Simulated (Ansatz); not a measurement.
Consider the formation energy of Cu_W in W (bcc, Im-3m). Reaction: 63 W (bcc) + Cu (fcc) → cell A.

Cell A: a supercell of 64 sites of W (bcc, Im-3m) with Cu on a W site (8 W at 2.76 Å); spin state with PBE: run without spin, k-point mesh 4×4×4.
```yaml
crystal:
  lattice:
    - [11.02867, 0.00000, 0.00000]
    - [-3.67622, 10.39793, 0.00000]
    - [-3.67622, -5.19897, 9.00487]
  atoms:
    - { symbol: W, position: [0.00000, 0.00000, 0.00000] }
    - { symbol: W, position: [0.99985, 0.99985, 0.25003] }
    - { symbol: W, position: [0.00000, 0.00000, 0.50000] }
    - { symbol: W, position: [0.00015, 0.00015, 0.74997] }
    - { symbol: W, position: [0.99985, 0.25003, 0.99985] }
    - { symbol: W, position: [0.00013, 0.25006, 0.25006] }
    - { symbol: W, position: [0.99985, 0.24982, 0.50000] }
    - { symbol: W, position: [0.00000, 0.25000, 0.75000] }
    - { symbol: W, position: [0.00000, 0.50000, 0.00000] }
    - { symbol: W, position: [0.99985, 0.50000, 0.24982] }
    - { symbol: W, position: [0.00000, 0.50000, 0.50000] }
    - { symbol: W, position: [0.00015, 0.50000, 0.75018] }
    - { symbol: W, position: [0.00015, 0.74997, 0.00015] }
    - { symbol: W, position: [0.00000, 0.75000, 0.25000] }
    - { symbol: W, position: [0.00015, 0.75018, 0.50000] }
    - { symbol: W, position: [0.99987, 0.74994, 0.74994] }
    - { symbol: W, position: [0.25003, 0.99985, 0.99985] }
    - { symbol: W, position: [0.25006, 0.00013, 0.25006] }
    - { symbol: W, position: [0.24982, 0.99985, 0.50000] }
    - { symbol: W, position: [0.25000, 0.00000, 0.75000] }
    - { symbol: W, position: [0.25006, 0.25006, 0.00013] }
    - { symbol: W, position: [0.24971, 0.24971, 0.24971] }
    - { symbol: W, position: [0.25293, 0.25293, 0.50000] }
    - { symbol: W, position: [0.24982, 0.24982, 0.74997] }
    - { symbol: W, position: [0.24982, 0.50000, 0.99985] }
    - { symbol: W, position: [0.25293, 0.50000, 0.25293] }
    - { symbol: W, position: [0.24971, 0.50000, 0.50000] }
    - { symbol: W, position: [0.25006, 0.50000, 0.74994] }
    - { symbol: W, position: [0.25000, 0.75000, 0.00000] }
    - { symbol: W, position: [0.24982, 0.74997, 0.24982] }
    - { symbol: W, position: [0.25006, 0.74994, 0.50000] }
    - { symbol: W, position: [0.25003, 0.75018, 0.75018] }
    - { symbol: W, position: [0.50000, 0.00000, 0.00000] }
    - { symbol: W, position: [0.50000, 0.99985, 0.24982] }
    - { symbol: W, position: [0.50000, 0.00000, 0.50000] }
    - { symbol: W, position: [0.50000, 0.00015, 0.75018] }
    - { symbol: W, position: [0.50000, 0.24982, 0.99985] }
    - { symbol: W, position: [0.50000, 0.25293, 0.25293] }
    - { symbol: W, position: [0.50000, 0.24971, 0.50000] }
    - { symbol: W, position: [0.50000, 0.25006, 0.74994] }
    - { symbol: W, position: [0.50000, 0.50000, 0.00000] }
    - { symbol: W, position: [0.50000, 0.50000, 0.24971] }
    - { symbol: Cu, position: [0.50000, 0.50000, 0.50000] }
    - { symbol: W, position: [0.50000, 0.50000, 0.75029] }
    - { symbol: W, position: [0.50000, 0.75018, 0.00015] }
    - { symbol: W, position: [0.50000, 0.74994, 0.25006] }
    - { symbol: W, position: [0.50000, 0.75029, 0.50000] }
    - { symbol: W, position: [0.50000, 0.74707, 0.74707] }
    - { symbol: W, position: [0.74997, 0.00015, 0.00015] }
    - { symbol: W, position: [0.75000, 0.00000, 0.25000] }
    - { symbol: W, position: [0.75018, 0.00015, 0.50000] }
    - { symbol: W, position: [0.74994, 0.99987, 0.74994] }
    - { symbol: W, position: [0.75000, 0.25000, 0.00000] }
    - { symbol: W, position: [0.74997, 0.24982, 0.24982] }
    - { symbol: W, position: [0.74994, 0.25006, 0.50000] }
    - { symbol: W, position: [0.75018, 0.25003, 0.75018] }
    - { symbol: W, position: [0.75018, 0.50000, 0.00015] }
    - { symbol: W, position: [0.74994, 0.50000, 0.25006] }
    - { symbol: W, position: [0.75029, 0.50000, 0.50000] }
    - { symbol: W, position: [0.74707, 0.50000, 0.74707] }
    - { symbol: W, position: [0.74994, 0.74994, 0.99987] }
    - { symbol: W, position: [0.75018, 0.75018, 0.25003] }
    - { symbol: W, position: [0.74707, 0.74707, 0.50000] }
    - { symbol: W, position: [0.75029, 0.75029, 0.75029] }
```

Reference: W (bcc, Im-3m), 64 atoms in the cell, the relaxed perfect crystal repeated, atoms not moved again; spin state with PBE: run without spin, k-point mesh 4×4×4 on the run's own vectors.

Reference: Cu (fcc, Fm-3m), 1 atom in the cell; spin state with PBE: run without spin, k-point mesh 28×28×28 on the run's own vectors. Conventional cell: a = b = c = 3.630 Å, α = β = γ = 90.00°.

Computed with Ansatz (plane waves, PAW), its default PAW set, cutoff 500 eV. The structures are at rest with PBE, within the held lattices; other levels are single points on them. Neutral cells; Fermi-Dirac smearing of at most 0.10 eV in the solids, energies taken to zero width. The lattices are those relaxed with PBE, so at other levels the solids can be strained. Larger cells are relaxed from a start prepared with the learned potential CHGNet, on a coarser mesh till forces fall under 0.03 eV/Å, which some starts already meet. A dispersion term (D3(BJ), or D4 for r2SCAN) was computed beside these levels and is taken off wherever the name lacks it. The PAW files were made for PBE and serve at the other functionals too. Space groups of crystals are read within 0.01 Å. Nuclei at rest; no vibrational terms. Cells are local rest points, mostly with their start's symmetry. Spin-orbit coupling is left out. Values are for these cell sizes. Mesh and cell size may move defect energies by 0.1 eV or more. Cell A has symmetry Im-3m within 0.02 Å and got no random move, so less symmetric positions, which may lie lower, weren't tried.

What is the computed value (r2SCAN)?

1.61 eV, for 63 W (bcc) + Cu (fcc) → cell A.

Ansatz is an electronic-structure program.
